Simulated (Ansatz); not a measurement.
Carrier properties of AlO3 (C2)

Here is the system:

```xyz
8
Lattice="7.4406 -1.8475 0.0062 7.4406 1.8475 0.0062 -0.5629 0.0000 2.8816" Properties=species:S:1:pos:R:3 pbc="T T T"
Al     9.9197    -0.5493     2.0144
Al     4.3987    -0.5493     0.8795
O      9.0180    -0.4777     0.3297
O      5.3004    -0.4777     2.5642
O      6.8808    -1.5903     0.2611
O      7.4376    -1.5903     2.6329
O     11.4876    -0.5441     0.8264
O      2.8307    -0.5441     2.0676
```

These are PBEsol, rigid bands (plane waves, PAW, scalar-relativistic; Ansatz, a program for electronic structure) values and carry that method's errors. Cell: cell and atoms relaxed with PBEsol.

```
Item                                                                                                                                                              Result
---------------------------------------------------------------------------------------------------------------------------------------  -------------------------------
band gap                                                                                                                                                         2.46 eV
electron conductivity mass (300 K, dilute)                                                                                                 1.57 (x), 8.4 (y), 2.3 (z) mₑ
hole conductivity mass (300 K, dilute)                                                                                                   1.28 (x), 1.61 (y), 10.8 (z) mₑ
effective density of states N_c (300 K)                                                                                                                      1.6e20 cm⁻³
effective density of states N_v (300 K)                                                                                                                      2.4e20 cm⁻³
density-of-states mass, electrons                                                                                                                                 3.4 mₑ
density-of-states mass, holes                                                                                                                                     4.5 mₑ
Seebeck coefficient, n-type 1e19 cm⁻³, 300 K                                                                                                                   -447 μV/K
best n-type power factor at 300 K for τ = 10 fs (best axis; densities from 1e16 to 1e21 cm⁻³ tried, whether or not they can be reached)     12.4 μW/(cm·K²) at 3e20 cm⁻³
Seebeck coefficient, p-type 1e19 cm⁻³, 300 K                                                                                                                    493 μV/K
```

Rigid bands; masses and Seebeck coefficients take one relaxation time τ for all states and one kind of carrier; polarons and phonon drag are left out. Spin-orbit coupling is left out; where it splits the top of the valence band, N_v and the p-type Seebeck coefficient come out somewhat high without it.

Computed structure with no diffraction record at hand here (it may be known, metastable or hypothetical): AlO3 (C2).
